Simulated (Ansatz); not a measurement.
Start from InAs in the zinc blende structure (space group F-43m, No. 216).

```yaml
crystal:
  lattice:
    - [0.00000, 3.05478, 3.05478]
    - [3.05478, 0.00000, 3.05478]
    - [3.05478, 3.05478, 0.00000]
  atoms:
    - { symbol: In, position: [0.00000, 0.00000, 0.00000] }
    - { symbol: As, position: [0.25000, 0.25000, 0.25000] }
```

Cartesian axes are those of the cell as printed.

Level of theory: r2SCAN (Ansatz, a quantum-chemistry and plane-wave program, PAW, no SOC).

Before the change:

```
Quantity                            Value
-----------------------------  ----------
Shortest interatomic distance  4.999 bohr
```

One thing is altered: tensile biaxial strain of 2.50 % in the plane normal to [001], as in epitaxy on a mismatched substrate; the out-of-plane cell vector and the atoms relax.

Q: Predict the new out-of-plane strain.

A: The out-of-plane strain comes out as -2.78 %.

Q: How does this affect the shortest interatomic distance?

A: The shortest interatomic distance increases by 0.0385 bohr (4.999 bohr → 5.038 bohr).

Q: How does this affect the energy relative to the base?

A: The energy increases by 8.2 meV/atom.

Whether these cells are dynamically stable was not tested.
